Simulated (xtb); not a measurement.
xtb 6.7.1, GFN1-xTB: Sr(Cl)(Br)(tmeda) (C[N]1(C)CC[N](C)(C)->[Sr]<-1([Cl])[Br]), 27 atoms. The geometry is a generated start, not checked to be a minimum at this level.

| Property | Result |
|---|---|
| method | GFN1-xTB |
| --acc | 1 (default) |
| --etemp (K) | 300 (default) |
| detailed input (--input) | none: ANC optimiser, Lindh (1995) Hessian, microcycle=20, maxdispl=1.0, hlow=0.01 (default) |
| basis functions | 94 |
| valence electrons | 66 |

```xyz
27

Sr    -1.6831     1.0171     1.2263
Cl    -2.7239    -1.2936     1.6854
Br    -0.5708     3.4948     0.7136
C     -2.0754    -0.6650    -1.7291
N     -0.9588     0.1185    -1.2098
C     -0.6109     1.1491    -2.1832
C      0.1750    -0.7735    -0.9700
C      1.2521    -0.1649    -0.0742
N      0.8274     0.0108     1.3155
C      0.7911    -1.2720     2.0088
C      1.7780     0.8873     1.9940
H     -1.7963    -1.2045    -2.6447
H     -2.9140    -0.0034    -1.9549
H     -2.3973    -1.3822    -0.9765
H     -0.2856     0.7066    -3.1357
H     -1.4818     1.7788    -2.3701
H      0.1830     1.7869    -1.8010
H     -0.2099    -1.6810    -0.5007
H      0.6423    -1.0569    -1.9294
H      1.5320     0.8169    -0.4638
H      2.1428    -0.8148    -0.1164
H      0.0237    -1.9124     1.5832
H      0.5360    -1.1097     3.0563
H      1.7628    -1.7838     1.9554
H      1.4849     1.0043     3.0389
H      1.7801     1.8699     1.5235
H      2.7965     0.4766     1.9587
```

The structure is relaxed from this start with --opt LEVEL for the levels crude, sloppy, loose, lax, normal, tight, vtight, extreme, once each. Up to the end of the extreme run atoms move by at most 1.9 Å along an axis.

Problem. What is the loosest level that ends within 1 meV of the extreme run, and how many cycles does it take?

Solution. normal: 61 cycles against 68, ending 0.10 meV above.

```tsv
level	cycles	energy above the extreme run (meV)	gradient norm (eV/Å)
crude	9	75	0.34
sloppy	11	70	0.085
loose	11	70	0.085
lax	53	3.3	0.037
normal	61	0.10	0.018
tight	66	under 0.01	0.0043
vtight	68	under 0.01	0.0022
extreme	68	—	0.0022
```
